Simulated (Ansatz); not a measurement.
TiAs in the CsCl type structure (space group Pm-3m, No. 221; a hypothetical phase, not in the database extracts checked)

Space group Pm-3m (No. 221); a = b = c = 3.1508 Å, α = β = γ = 90.00°

| atom | site | symmetry | x | y | z |
|---|---|---|---|---|---|
| Ti | 1a | m-3m | 0.0000 | 0.0000 | 0.0000 |
| As | 1b | m-3m | 0.5000 | 0.5000 | 0.5000 |

All numbers come from PBEsol (Ansatz, an electronic-structure program; PAW; 420 eV plane waves; spin-orbit coupling left out). Settings: 15×15×15 k-points, 0.05 eV Fermi–Dirac smearing.

```yaml
volume_per_atom: 15.64 Å³
density: 6.52 g/cm³
band_gap: zero
total_energy: -3644.115 eV/atom (σ→0; compares only within this code and set-up)
```

Stability against distortions was not tested. All final runs are without spin polarisation. An odd electron count without spin: TiAs. TiAs has a high density of states at the Fermi level and may be magnetic at this level.
